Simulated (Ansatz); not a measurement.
**NiSi2, pressure series**

The reference is NiSi2 (space group Fm-3m, No. 225; a = 5.4445 Å; non-magnetic).

Cell and atoms are relaxed at each pressure.

The values are results of PBE (Ansatz, a program for electronic structure), spin-orbit coupling left out, not measurements.

Notes on the quantities. enthalpy: H = E + PV relative to the base's energy.

```tsv
change	lattice parameter a	enthalpy
base	5.445 Å	–
pressure −2 GPa	5.470 Å	-0.17 eV/atom
pressure −1 GPa	5.457 Å	-0.08 eV/atom
pressure 3 GPa	5.409 Å	+0.25 eV/atom
pressure 7 GPa	5.367 Å	+0.57 eV/atom
pressure 15 GPa	5.294 Å	+1.20 eV/atom
pressure 30 GPa	___	+2.33 eV/atom
pressure 50 GPa	5.076 Å	+3.73 eV/atom
pressure 75 GPa	4.971 Å	+5.37 eV/atom
pressure 100 GPa	4.886 Å	+6.93 eV/atom
```

Q: Fill in the withheld entries from the trend.

A: 
- pressure 30 GPa, lattice parameter a: 5.185 Å

Load acts through the strain it causes; cell and atoms are relaxed under it. No phonon test of stability was made. Competing high-pressure phases were not computed. Seeded moments were not kept for the base. The final runs are not spin-polarised.
